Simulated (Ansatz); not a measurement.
BP, response to strain

Take BP in the zinc blende structure (space group F-43m, No. 216; a = 4.491 Å) as the base. Axes: x, y, z lie along the cube axes.

Strains are applied to the cell and any free atomic positions relax.

The values are results of LDA, PAW, 420 eV (Ansatz, a quantum-chemistry and plane-wave program; spin-orbit coupling left out), not measurements.

Notes on the quantities. energy relative to the base: free energy F.

```csv
uniaxial strain ε_zz (%),energy relative to the base (meV/atom)
-3,11.6
-2.5,8.0
-2,?
-1.5,2.9
-1,1.3
-0.5,0.3
0,0.0
```

Task: Fit ΔE = Aε² + Bε³ (ε in %) to the rows shown and predict the withheld row.

Result: Least squares on the printed values gives A = 1.27 and B = -0.0046 meV/atom (largest residual 0.0 meV/atom); this predicts 5.1 meV/atom, and the run gives 5.1 meV/atom, in agreement.

No phonon test of stability was made.
